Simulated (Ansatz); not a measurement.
System: cubic perovskite TlMnCl3. Method: PBEsol (PAW; Ansatz, a first-principles code).

Numerical settings: plane-wave cutoff 520 eV, 8×8×8 k mesh, Fermi–Dirac smearing 0.01 eV, spin-polarised start, scalar-relativistic PAW data made under PBE.

Cell (relaxed at this level):

```
MnTlCl3
1.0
    4.94776     0.00000     0.00000
    0.00000     4.94776     0.00000
    0.00000     0.00000     4.94776
Mn Tl Cl
1 1 3
Direct
  0.50000   0.50000   0.50000
  0.00000   0.00000   0.00000
  0.50000   0.00000   0.50000
  0.00000   0.50000   0.50000
  0.50000   0.50000   0.00000
```

Q: What does this level give for the pressure derivative B′ of the bulk modulus, band gap, bulk modulus and direct gap at Γ?

A: 
- pressure derivative B′ of the bulk modulus: 4.6
- band gap: 0.67 eV
- bulk modulus: 40.8 GPa
- direct gap at Γ: 3.47 eV

Note: the magnetic order was assumed, not searched for or taken from measurement; the relaxation could not lower the start's symmetry, so the cell can be a saddle point above a distorted one.

Spin–orbit coupling is not included; with these elements it can move the gap by several tenths of an eV or more.

Computed values are for the static lattice.
